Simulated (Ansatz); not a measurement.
Consider this model of amorphous Si30N45Ta3.

```xyz
78
Lattice="9.4251 -0.4155 0.1316 -0.4155 9.6226 -0.0653 0.1316 -0.0653 9.7922" Properties=species:S:1:pos:R:3 pbc="T T T"
Si     7.8085     7.8117     1.9177
Si     0.9972     8.5528     0.6272
Si     3.7871     0.3105     2.4957
Si     6.3502     5.6924     6.7055
Si     3.0963     2.6303     8.7095
Si     5.6662     2.5835     6.8409
Si     1.9202     8.1727     4.8522
Si     2.1560     5.3418     3.5277
Si     5.8102     2.9603     9.7884
Si     4.2482     6.4030     4.8773
Si     8.1423     7.5113     4.9956
Si     5.5685     8.0954     3.6122
Si     8.6749     4.7822     2.3509
Si     4.1092     0.1639     9.4524
Si     8.1884     4.0162     7.6797
Si     8.4276     2.4248     0.3561
Si     3.0430     6.2027     0.5965
Si     3.4106     2.4776     4.5453
Si     1.1088     0.7172     8.4406
Si     1.1447     2.8056     6.2845
Si     8.3545     2.0507     3.1671
Si     0.9651     5.6316     9.3017
Si     8.4688     7.2327     8.0389
Si     1.2278     2.8866     1.0914
Si     5.7050     5.6912     1.8221
Si     5.7288     7.5919     9.2800
Si     3.7291     3.6201     2.1526
Si     3.5780     4.7271     7.5431
Si     8.6165     4.4878     4.8720
Si     6.3938     0.4019     1.3119
N      2.8152     5.1732     1.9337
N      0.3700     1.4922     7.1157
N      2.5918     9.3480     0.9247
N      4.5660     8.6182     8.4571
N      6.7064     8.5275     0.6323
N      7.6784     5.8974     5.4788
N      1.8133     2.0039     4.9562
N      2.5650     6.5972     4.6301
N      9.1051     5.5093     8.2906
N      7.5294     6.0101     1.7402
N      7.2629     8.0717     3.5757
N      6.6944     4.0133     6.7995
N      2.8258     2.9854     0.6110
N      4.7395     6.6058     0.5845
N      0.3999     5.4912     3.5327
N      0.2731     8.4473     4.5296
N      0.5719     1.9307     9.5984
N      5.4340    -0.2396     2.6310
N      3.3590     4.1369     4.0251
N      2.3897     3.4727     7.3076
N      7.8249     3.6612     3.5070
N      6.5417     1.1487     7.1223
N      0.0760     4.3400     0.7791
N      5.2668     1.3054     0.2891
N      7.4866     3.1230     9.0974
N      0.2481     8.7037     8.7714
N      4.7143     3.3008     8.3392
N      2.4974     8.7646     6.3201
N      3.7343     1.9874     2.8752
N      2.7128     5.4887     8.8255
N      6.7296     6.6702     8.1559
N      5.3381     4.0106     1.4175
N      2.3674     9.3008     3.6206
N      2.9191     0.9490     8.4182
N      4.5947     5.5958     6.4175
N      8.4567     0.9615     4.4855
N      5.1358     6.3840     3.3455
N     -0.1120     9.0322     1.7964
N      4.9556     8.0756     5.2264
N      4.5276     1.8820     5.7508
N      1.3737     6.9018     0.6257
N      8.0243     8.2494     6.6209
N      9.2248     3.5427     6.2621
N      7.5430     1.6535     1.6524
N      0.6028     2.3382     2.5445
Ta     4.5984    -0.2050     6.5751
Ta     1.0282     0.6162     3.6161
Ta     8.1648     0.5181     6.3391
```

These are PBE, scalar-relativistic without spin-orbit coupling (plane waves to 420 eV, PAW; Ansatz, a quantum-chemistry and plane-wave program) values and carry that method's errors.

A CHGNet melt-quench gave the starting glass, which DFT then relaxed. N atoms were pushed apart under 1.9 Å during the dynamics, to hinder bonds among them. The hot cell started wider than the set density and was brought back towards it in steps. It is the lowest in DFT energy of 2 quenches. It is a model cell: composition and starting density were chosen by hand, and all elements were melted together. No dispersion term was used. Its density started from a set value of 3.78 and ended at 3.78 g/cm³. The simulated quench (nominally 380 K/ps over its main leg) is rapid and tends to freeze in more defects than a deposited or slowly cooled glass has. One small periodic cell is one sample of the glass; other quenches scatter about these values. The volume was held where the preparation left it and the shape relaxed, at a PBE pressure of -1.4 GPa (tension). Stress components on the final sampling reach 1.5 GPa. On a 2×2×2 Γ-centred mesh force components of up to 0.16 eV/Å stay, since the relaxation ran on the zone centre alone.

Bonds are counted up to Si-Si 2.60 Å, Si-N 2.14 Å, Si-Ta 2.78 Å, N-N 1.70 Å, N-Ta 2.65 Å, Ta-Ta 3.12 Å. Two cations that share two anions don't count as bonded, nor two that share one unless they lie closer than Si-Si 2.38 Å, Si-Ta 2.71 Å, Ta-Ta 3.04 Å.

Question: Give the coordination numbers, mean bond lengths and angles.

Answer: 
```yaml
Mean coordination of Si by anions: 4.03 (29 with 4, 1 with 5)
Mean coordination of N: 3.02 (1 with 2, 42 with 3, 2 with 4)
Mean coordination of Ta by anions: 5.00 (1 with 4, 1 with 5, 1 with 6)
Mean Si-N bond: 1.773 Å (spread 0.063 Å, 121 counted)
Mean N-Ta bond: 2.073 Å (spread 0.160 Å, 15 counted)
Bond angle at Si: mean 109.1°, spread 12.5°
Bond angle at N: mean 117.2°, spread 15.7°
Bond angle at Ta: mean 106.1°, spread 26.5°
```

Question: Which atoms depart from the most common coordination of their element?

Answer: Si27 has 5 (N59 1.79 Å, N62 1.81 Å, N31 1.82 Å, N43 1.90 Å, N49 1.98 Å); N53 has 4 (Si13 1.87 Å, Si24 1.88 Å, Si16 1.93 Å, Si22 2.01 Å); N57 has 4 (Si5 1.79 Å, Si9 1.85 Å, Si6 1.91 Å, Si28 1.99 Å); N58 has 2 (Si7 1.68 Å, Ta76 1.82 Å); Ta77 has 6 (N63 1.99 Å, N46 2.07 Å, N75 2.07 Å, N37 2.08 Å, N68 2.25 Å, N66 2.26 Å); Ta78 has 4 (N52 1.91 Å, N66 1.93 Å, N72 1.94 Å, N32 1.95 Å).

Question: List the pairs of like atoms that count as bonded by the rules above.

Answer: There are none by these rules.
